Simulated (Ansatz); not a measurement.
# A computed series for InAs: response to strain

Base system: InAs in the zinc blende structure (space group F-43m, No. 216).

```
InAs
1.0
    0.00000     3.05478     3.05478
    3.05478     0.00000     3.05478
    3.05478     3.05478     0.00000
In As
1 1
Direct
  0.00000   0.00000   0.00000
  0.25000   0.25000   0.25000
```

Strains are applied to the cell and any free atomic positions relax.

Computed with Kohn–Sham DFT with the r2SCAN functional, run in Ansatz (a quantum-chemistry and plane-wave program) with PAW and 500 eV plane waves, no spin-orbit coupling.

Notes on the quantities. energy relative to the base: free energy F.

```tsv
isotropic strain (%)	energy relative to the base (meV/atom)
0	0.0
0.5	1.1
1	4.4
1.5	?
2	17.0
2.5	26.2
3	37.0
```

Problem. Fit ΔE = Aε² + Bε³ (ε in %) to the rows shown and predict the withheld row.

Solution. Least squares on the printed values gives A = 4.55 and B = -0.14 meV/atom (largest residual 0.0 meV/atom); this predicts 9.7 meV/atom, and the run gives 9.8 meV/atom, in agreement.

A case with no gap was solved on a k-mesh chosen for an insulator, which is coarse for it. No phonon test of stability was made. All final runs are without spin polarisation.
